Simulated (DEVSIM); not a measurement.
System: Cr/SiO2/n-GaAs capacitor, at 300 K.

```
layer (left to right)  material  thickness (nm)  Nd (cm⁻³)
---------------------  --------  --------------  ---------
1                          SiO2           0.400          -
2                          GaAs            7100     8.3e15
```

Metal gate on the left, work function 4.5 eV. Fixed charge at the semiconductor interface 0 cm⁻² (in units of +e); no interface traps.

Constants are typed, rounded textbook-type inputs, not results; the design itself was drawn at random and stands for no fabricated device. Values at 300 K.

```
parameter      SiO2    GaAs
-------------  ----  ------
gap (eV)          9   1.424
affinity (eV)   0.9    4.07
permittivity    3.9    12.9
Nc (cm⁻³)         -  4.7e17
Nv (cm⁻³)         -    9e18
```

Model (solved in DEVSIM): 1D Poisson equation in equilibrium, Boltzmann statistics, complete ionisation; no quantum confinement or tunnelling. Metal contacts follow the ideal Schottky-Mott rule: no Fermi-level pinning, no interface dipoles.

Problem. Tabulate band edges, carrier densities and field at -0.4 V on the gate.

Solution. Energies count from the Fermi level of the right contact; mesh points crowd at the junctions.

| x (μm) | Ec (eV) | Ev (eV) | n (cm⁻³) | p (cm⁻³) | field (V/cm) |
|---|---|---|---|---|---|
| 0.000 | 4.000 | -5.000 | < 1e2 | < 1e2 | -130000 |
| 0.0003421 | 3.995 | -5.005 | < 1e2 | < 1e2 | -130000 |
| 0.001338 | 0.821 | -0.603 | 7600 | 6.7e8 | -40000 |
| 0.003447 | 0.813 | -0.611 | 10000 | 4.8e8 | -40000 |
| 0.01016 | 0.786 | -0.638 | 29000 | 1.7e8 | -39000 |
| 0.02204 | 0.740 | -0.684 | 170000 | 3.0e7 | -38000 |
| 0.04709 | 0.650 | -0.774 | 5700000 | 890000 | -35000 |
| 0.1268 | 0.410 | -1.014 | 6.2e10 | < 1e2 | -26000 |
| 0.2678 | 0.165 | -1.259 | 7.9e14 | < 1e2 | -9300 |
| 0.5652 | 0.105 | -1.319 | 8.2e15 | < 1e2 | -36 |
| 1.192 | 0.104 | -1.320 | 8.3e15 | < 1e2 | ≈ 0 |
| 3.186 | 0.104 | -1.320 | 8.3e15 | < 1e2 | ≈ 0 |
| 5.172 | 0.104 | -1.320 | 8.3e15 | < 1e2 | ≈ 0 |
| 6.186 | 0.104 | -1.320 | 8.3e15 | < 1e2 | ≈ 0 |
| 6.759 | 0.104 | -1.320 | 8.3e15 | < 1e2 | ≈ 0 |
| 6.939 | 0.104 | -1.320 | 8.3e15 | < 1e2 | ≈ 0 |
| 7.024 | 0.104 | -1.320 | 8.3e15 | < 1e2 | ≈ 0 |
| 7.065 | 0.104 | -1.320 | 8.3e15 | < 1e2 | ≈ 0 |
| 7.088 | 0.104 | -1.320 | 8.3e15 | < 1e2 | ≈ 0 |
| 7.095 | 0.104 | -1.320 | 8.3e15 | < 1e2 | ≈ 0 |
| 7.098 | 0.104 | -1.320 | 8.3e15 | < 1e2 | ≈ 0 |
| 7.100 | 0.104 | -1.320 | 8.3e15 | < 1e2 | ≈ 0 |
